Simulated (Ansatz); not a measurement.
**A computed series for PtTe2: response to strain**

The parent structure is PtTe₂ (space group P-3m1, No. 164; a = 4.0090 Å, c = 4.9600 Å; layered; relaxed with 0.1 eV smearing). Axes: x lies along a and z along c of the hexagonal cell.

Strains are applied to the cell and any free atomic positions relax.

Level of theory: PBEsol-D3(BJ) (Ansatz, a quantum-chemistry and plane-wave program; PAW; 420 eV plane waves; no spin-orbit coupling).

Notes on the quantities. energy relative to the base: free energy F.

```tsv
uniaxial strain ε_zz (%)	energy relative to the base (meV/atom)
0	0.0
0.5	?
1	0.7
1.5	1.5
2	2.6
2.5	4.1
3	5.8
```

Problem. Fit ΔE = Aε² + Bε³ (ε in %) to the rows shown and predict the withheld row.

Solution. Least squares on the printed values gives A = 0.686 and B = -0.014 meV/atom (largest residual 0.0 meV/atom); this predicts 0.2 meV/atom, and the run gives 0.2 meV/atom, in agreement.

No phonon test of stability was made. All final runs are without spin polarisation.
